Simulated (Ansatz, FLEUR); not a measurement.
An Ansatz (a program for electronic structure) input for a self-consistent single point of Cu3N (Pm-3m, 4 atoms in the cell) (DFT, PBE, plane waves, default PAW files):

Ansatz 0.2 input:
```yaml
# Cu3N
crystal:
  lattice:
    - [3.674863, 0.000000, 0.000000]
    - [0.000000, 3.674863, 0.000000]
    - [0.000000, 0.000000, 3.674863]
  atoms:
    - { symbol: Cu, position: [0.000000, 0.000000, 0.500000] }
    - { symbol: Cu, position: [0.500000, 0.000000, 0.000000] }
    - { symbol: Cu, position: [0.000000, 0.500000, 0.000000] }
    - { symbol: N, position: [0.000000, 0.000000, 0.000000] }
kpoints:
  mp_grid:
    grid: [6, 6, 6]
hamiltonian:
  xc: pbe
  pseudopotentials:
    kind: paw
scf:
  occupations:
    method: fermi_dirac
    width: 0.01 Ry
output:
  forces: true
  eigenvalues: true
  stress: true
```

Give the FLEUR input for the same structure, mesh, smearing and functional.

This is the input that was run; spellings and numerical settings could be chosen otherwise.

Input of the input generator:

```
Cu3N FLAPW
&input film=f /
6.9444846155 0.0000000000 0.0000000000
0.0000000000 6.9444846155 0.0000000000
0.0000000000 0.0000000000 6.9444846155
1.0
1.0 1.0 1.0

4
29 0.0000000000 0.0000000000 0.5000000000
29 0.5000000000 0.0000000000 0.0000000000
29 0.0000000000 0.5000000000 0.0000000000
7 0.0000000000 0.0000000000 0.0000000000

&comp jspins=1 /
&kpt div1=6 div2=6 div3=6 gamma=t /
&end /
```

```xml
<?xml version="1.0" encoding="UTF-8" standalone="no"?>
<fleurInput fleurInputVersion="0.39">
   <comment>
      Cu3N FLAPW                                                                                          
   </comment>
   <calculationSetup>
      <cutoffs Kmax="4.7" Gmax="16.4" GmaxXC="16.4" numbands="0"/>
      <scfLoop itmax="80" minDistance="0.00001" maxIterBroyd="15" imix="Anderson" alpha="0.05" precondParam="0.0" spinf="2.0"/>
      <coreElectrons ctail="T" frcor="F" kcrel="0" coretail_lmax="0"/>
      <xcFunctional name="pbe" relativisticCorrections="F"/>
      <magnetism jspins="1"/>
      <soc l_soc="F" theta="0.0" phi="0.0" spav="F"/>
      <expertModes spex="0" secvar="F"/>
      <geometryOptimization l_f="T" forcealpha="1.0" forcemix="BFGS" epsdisp="0.00001" epsforce="0.00001"/>
      <ldaU l_linMix="F" mixParam="0.05" spinf="1.0"/>
   </calculationSetup>
   <cell>
      <bzIntegration valenceElectrons="38.0" mode="hist" fermiSmearingEnergy="0.00499791">
         <kPointListSelection listName="default-1"/>
         <!-- k-points included here -->
         <xi:include xmlns:xi="http://www.w3.org/2001/XInclude" href="kpts.xml"> </xi:include>
      </bzIntegration>
      <!-- symmetry operations included here -->
      <xi:include xmlns:xi="http://www.w3.org/2001/XInclude" href="sym.xml"> </xi:include>
      <bulkLattice scale="1.0">
         <bravaisMatrix>
            <row-1>    6.9444846155000004     0.0000000000000000     0.0000000000000000</row-1>
            <row-2>    0.0000000000000000     6.9444846155000004     0.0000000000000000</row-2>
            <row-3>    0.0000000000000000     0.0000000000000000     6.9444846155000004</row-3>
         </bravaisMatrix>
      </bulkLattice>
   </cell>
   <atomSpecies>
      <species name="Copper (Cu)" element="Cu" atomicNumber="29">
         <mtSphere radius="2.12" gridPoints="731" logIncrement="0.017"/>
         <atomicCutoffs lmax="8" lnonsphr="6"/>
         <electronConfig flipSpins="F">
            <coreConfig>(1s1/2) (2s1/2) (2p1/2) (2p3/2) (3s1/2) (3p1/2) (3p3/2)</coreConfig>
            <valenceConfig>(4s1/2) (3d3/2) (3d5/2)</valenceConfig>
            <stateOccupation state="(4s1/2)" spinUp="0.5" spinDown="0.5"/>
         </electronConfig>
         <energyParameters s="4" p="4" d="3" f="4"/>
      </species>
      <species name="Nitrogen (N)" element="N" atomicNumber="7">
         <mtSphere radius="1.20" gridPoints="415" logIncrement="0.025"/>
         <atomicCutoffs lmax="6" lnonsphr="4"/>
         <electronConfig flipSpins="F">
            <coreConfig>(1s1/2)</coreConfig>
            <valenceConfig>(2s1/2) (2p1/2) (2p3/2)</valenceConfig>
            <stateOccupation state="(2p1/2)" spinUp="0.5" spinDown="0.5"/>
            <stateOccupation state="(2p3/2)" spinUp="1.0" spinDown="1.0"/>
         </electronConfig>
         <energyParameters s="2" p="2" d="3" f="4"/>
      </species>
   </atomSpecies>
   <atomGroups>
      <atomGroup species="Copper (Cu)">
         <relPos label="                   1">.0000000000 .0000000000 1.000/2.000</relPos>
         <relPos label="                   2">1.000/2.000 .0000000000 .0000000000</relPos>
         <relPos label="                   3">.0000000000 1.000/2.000 .0000000000</relPos>
         <force calculate="T" relaxXYZ="TTT"/>
      </atomGroup>
      <atomGroup species="Nitrogen (N)">
         <relPos label="                   4">.0000000000 .0000000000 .0000000000</relPos>
         <force calculate="T" relaxXYZ="TTT"/>
      </atomGroup>
   </atomGroups>
   <output dos="F" band="F" slice="F">
      <checks vchk="F" cdinf="F"/>
      <bandDOS minEnergy="-.5*Htr" maxEnergy="0.5*Htr" sigma="0.015" storeEVData="T"/>
      <vacuumDOS vacdos="F" integ="F" star="F" nstars="0" locx1="0.0" locy1="0.0" locx2="0.0" locy2="0.0" nstm="0" tworkf="0.0"/>
      <unfoldingBand unfoldBand="F" supercellX="1" supercellY="1" supercellZ="1"/>
      <plotting iplot="0" polar="F">
         <plot TwoD="T" vec1="  1.0  0.0  0.0" vec2="  0.0  1.0  0.0" vec3="  0.0  0.0  1.0" zero="  0.0  0.0  0.0" file="plot"/>
      </plotting>
      <chargeDensitySlicing numkpt="0" minEigenval="0.0" maxEigenval="0.0" nnne="0" pallst="F"/>
      <specialOutput eonly="F"/>
      <magneticCircularDichroism mcd="F" energyLo="-10.0" energyUp="0.0"/>
   </output>
  <!-- We include the file relax.xml here to enable relaxations (see documentation) -->
  <xi:include xmlns:xi="http://www.w3.org/2001/XInclude" href="relax.xml"> <xi:fallback/> </xi:include>
</fleurInput>
```

Basis, cutoffs, solver keys and any potentials are the target program's own. This input uses DFT, PBE, all-electron FLAPW (FLEUR), scalar-relativistic valence. The width in Ry is rounded to four decimals.

The starting cell comes from a database of computed structures (which also holds hypothetical and non-ambient phases and stackings), without a prior relaxation at this level. Its lattice was rescaled by a random factor within 2.5 % of one. For this run, on top of that: lattice scaled by 0.98.
